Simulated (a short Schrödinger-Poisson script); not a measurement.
## Symmetric double-gate stack, SiO2 on p-type Si(100)

Structure: symmetric double-gate stack, SiO2 on p-type Si(100), at 300 K.

```csv
layer,material,thickness (nm),Na (cm⁻³)
1,SiO2,3.5,-
2,Si,14,3e18
3,SiO2,3.5,-
```

Constants are typed, rounded textbook-type inputs, not results; the design itself was drawn at random and stands for no fabricated device. SiO2: permittivity 3.9, conduction-band edge (eV) 3.15, gap (eV) 9, electron mass (mₑ) 0.5. Si: permittivity 11.7, conduction-band edge (eV) 0, gap (eV) 1.124, Nv at 300 K (cm⁻³) 3.1e19.

Channel valleys (confinement mass, in-plane density-of-states mass, number): Δ2 0.916, 0.19, 2; Δ4 0.19, 0.417, 4. At the gates, both at one voltage, the conduction-band edge of layer 1 lies 3.62 eV − eVg above the Fermi level of the channel. Gaps are held at their typed values at every temperature. Mesh 0.03 nm at interfaces.

From a short Schrödinger-Poisson script (our own, NumPy): 1D Poisson equation in equilibrium, electrons quantum, Hartree (BenDaniel-Duke, 12 states a valley, the channel's in-plane mass for all, wave functions free to enter the dielectric), parabolic valleys, classical holes, full ionisation, no traps, pinning or gate leakage.

| Vg (V) | electrons (cm⁻²) | C (μF/cm²) | Δ2 E0 (meV) | Δ2 E1 (meV) | Δ4 E0 (meV) | Δ4 E1 (meV) |
|---|---|---|---|---|---|---|
| 0.45 | 1.19e6 | < 0.003 | 432.4 | 432.4 | 459.7 | 469.7 |
| 0.6 | 3.93e8 | < 0.003 | 282.4 | 282.4 | 309.8 | 319.7 |
| 0.75 | 9.25e10 | 0.431 | 141.0 | 141.0 | 168.8 | 178.5 |
| 0.9 | 1.02e12 | 1.34 | 76.3 | 76.3 | 108.4 | 116.6 |
| 1.05 | 2.38e12 | 1.54 | 50.9 | 50.9 | 88.3 | 94.8 |
| 1.2 | 3.87e12 | 1.63 | 35.2 | 35.2 | 77.3 | 82.7 |
| 1.35 | 5.42e12 | 1.67 | 23.7 | 23.7 | 69.9 | 74.4 |
| 1.5 | 7.00e12 | 1.70 | 14.4 | 14.4 | 64.3 | 68.1 |
| 1.65 | 8.60e12 | 1.72 | 6.5 | 6.5 | 59.8 | 63.0 |
| 1.8 | 1.02e13 | 1.74 | -0.4 | -0.4 | 55.9 | 58.8 |
| 1.95 | 1.19e13 | 1.75 | -6.7 | -6.7 | 52.5 | 55.0 |
| 2.1 | 1.35e13 | 1.76 | -12.4 | -12.4 | 49.5 | 51.7 |
| 2.25 | 1.52e13 | 1.77 | -17.7 | -17.7 | 46.7 | 48.7 |
| 2.4 | 1.68e13 | 1.78 | -22.7 | -22.7 | 44.2 | 46.0 |
| 2.55 | 1.85e13 | 1.79 | -27.4 | -27.4 | 41.8 | 43.4 |
| 2.7 | 2.02e13 | 1.79 | -31.9 | -31.9 | 39.5 | 40.9 |

Gate voltages with under 1e6 electrons/cm² are left out.

Subbands count from the Fermi level. The capacitance is that of both gates.
